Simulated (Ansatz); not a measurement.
# As interstitial (zinc-blende InAs host)

All values below come from PBE, PAW (plane waves to 420 eV; Ansatz, a program for electronic structure). Set-up: 64-site cell; 2×2×2 shifted k-points; start: void with 4As nearest; no spin–orbit coupling; the functional closes the host's gap; energies good to tenths of an eV.

Neighbours after relaxation, in Å: of the As atom: As 2.62, As 2.62, As 2.62, In 2.83, In 2.84, In 2.84.

Formation energies E_f are those of the neutral cell. Chemical conditions: As-rich (Δμ(As) = 0.00 eV; only phases computed here count, gases as isolated molecules at 0 K); In-rich (Δμ(As) = -0.48 eV; only phases computed here count, gases as isolated molecules at 0 K). Reference phases: As: rhombohedral As.

The name describes the start; the neighbours show where the atoms ended.

```
charge  moment (μB)  largest move off a lattice site (Å)  E_f, As-rich (eV)  E_f, In-rich (eV)
------  -----------  -----------------------------------  -----------------  -----------------
0†         quenched                                 0.25               2.83               3.31
```

† Not settled in this cell, so no level is given: charge 0: a level filled in part.

Starting moments that weren't kept: charge 0 began with 1 μB and ended with 0.0.

Not the lowest form: the same atoms on another site or from another start ended lower, by 0.31 eV at charge 0.
